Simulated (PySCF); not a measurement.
PySCF 2.14.0, DF-MP2 (frozen core)/cc-pvtz, df: C[Si@]1(N)C=NC1, 14 atoms. The geometry is a generated start, not checked to be a minimum at this level.

task: df-mp2
basis: cc-pvtz
two-electron scheme: density fitting
frozen core: true
mf.init_guess: minao (default)
mf.DIIS: CDIIS (default)
mf.diis_space: 8 (default)
mf.conv_tol: 1e-09 (default)
basis functions (reference run): 296

On 4 threads, 1 BLAS thread. Build: conda-forge: OpenMP (GNU), OpenBLAS with its own threads, libcint, Libxc. One run each, on a shared machine, so no times are given.

Values of mol.max_memory tried: 8000 MB, 4000 MB, 2000 MB, 1000 MB, 500 MB, 300 MB, 200 MB.

Question: Which of these memory settings still run, and by which path?

Answer: It runs down to 200 MB, the lowest tried, with the same result. At 8000 MB: fitted integrals in memory. From 300 MB down: fitted integrals in a file.

| mol.max_memory | path | peak memory |
|---|---|---|
| 8000 MB | fitted integrals in memory | 0.62 GiB |
| 4000 MB | fitted integrals in memory | 0.62 GiB |
| 2000 MB | fitted integrals in memory | 0.62 GiB |
| 1000 MB | fitted integrals in memory | 0.55 GiB |
| 500 MB | fitted integrals in memory | 0.40 GiB |
| 300 MB | fitted integrals in a file | 0.21 GiB |
| 200 MB | fitted integrals in a file | 0.17 GiB |

Peak memory is the kernel's count for the largest process, libraries included and scratch files not.
